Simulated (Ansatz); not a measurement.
The parent structure is Ta$_{2}$N (space group P-31m, No. 162; a = 5.265 Å, c = 4.911 Å; a cell from a computed database, its experimental status unchecked).

All numbers come from PBEsol (Ansatz, a quantum-chemistry and plane-wave program; PAW; 420 eV plane waves; spin-orbit coupling left out).

For the base:

```
Quantity              Result
-------------------  -------
Lattice parameter a  5.265 Å
c/a ratio              0.933
```

It is then changed as follows: cell and atoms relaxed at a pressure of 3 GPa.

Question: Estimate the effect on the lattice parameter a.

Answer: The lattice parameter a decreases by 0.0174 Å to 5.247 Å.

Question: Predict the new c/a ratio.

Answer: The c/a ratio remains 0.933.

Load acts through the strain it causes; cell and atoms are relaxed under it. Stability against distortions was not tested. The final runs are not spin-polarised. An odd electron count without spin: Ta2N.
